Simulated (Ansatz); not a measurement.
# LA phonon frequency at L of rock-salt TaC at several levels of theory

No measured value is used here.

| level (code) | value (cm⁻¹) | cell (Å³/atom) |
|---|---|---|
| LDA (Ansatz) | 146 | 10.75 |
| BLYP (Ansatz) | ? | 11.57 |
| PBE (Ansatz) | 139 | 11.21 |
| PBEsol (Ansatz) | 144 | 10.94 |
| revPBE (Ansatz) | ? | 11.31 |
| RPBE (Ansatz) | 135 | 11.35 |
| PBE-D3(BJ) (Ansatz) | 148 | 10.97 |

Question: Some entries are withheld; supply them.

Answer: 
- BLYP (Ansatz, a quantum-chemistry and plane-wave program), value (cm⁻¹): 125
- revPBE (Ansatz), value (cm⁻¹): 136

Density-functional levels without +SOC have no spin–orbit coupling. PBE-D3(BJ): the dispersion coefficients are held fixed in the derivatives. Each level is taken at its own relaxed cell. Cutoffs differ between the levels. Ansatz's density-functional and Hartree–Fock values are scalar-relativistic unless marked +SOC, with PAW data made under PBE.
